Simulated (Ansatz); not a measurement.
**Ga₂O₃ (model structure, started from the Bi2Te3 type, R-3m, No. 166, 5 atoms in the cell)**

The numbers are results of LDA (PAW; Ansatz, an electronic-structure program), not measurements.

Numerical settings: plane-wave cutoff 520 eV, 14×14×14 k mesh, Fermi–Dirac smearing 0.01 eV, scalar-relativistic PAW data made under PBE.

Cell (relaxed at this level):

```yaml
crystal:
  lattice:
    - [1.48119, 0.85517, 6.87377]
    - [-1.48119, 0.85517, 6.87377]
    - [0.00000, -1.71033, 6.87377]
  atoms:
    - { symbol: Ga, position: [0.40029, 0.40029, 0.40029] }
    - { symbol: Ga, position: [0.59971, 0.59971, 0.59971] }
    - { symbol: O, position: [0.00000, 0.00000, 0.00000] }
    - { symbol: O, position: [0.23135, 0.23135, 0.23135] }
    - { symbol: O, position: [0.76865, 0.76865, 0.76865] }
```

- band gap: 2.64 eV (on the SCF k mesh)
- bulk modulus B0: 39.4 GPa

Note: the bulk modulus is −V dP/dV from two relaxed cells at ±2 % in volume; the relaxation could raise the start's symmetry but not lower it, so the cell can be a saddle point.

Spin–orbit coupling is not included.

Computed values are for the static lattice.

The result took very roughly 2.4 core-minutes.

A model structure was made by putting elements into a prototype or built by hand; it is no filed structure, need not be a known phase, and can be a saddle point held by its symmetry.
